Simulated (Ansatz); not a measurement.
The reference is BeS in the zinc blende structure (space group F-43m, No. 216; a = 4.869 Å). Axes: x, y, z lie along the cube axes.

Method: plane-wave PAW DFT at the r2SCAN level (Ansatz, a first-principles code, 500 eV), without spin-orbit coupling.

It is then changed as follows: compressive biaxial strain of 2.50 % in the plane normal to [001], as in epitaxy on a mismatched substrate; the out-of-plane cell vector and the atoms relax.

Problem. Predict the new ratio −ε⊥/ε∥.

Solution. The ratio −ε⊥/ε∥ comes out as 0.76.

No phonon test of stability was made.
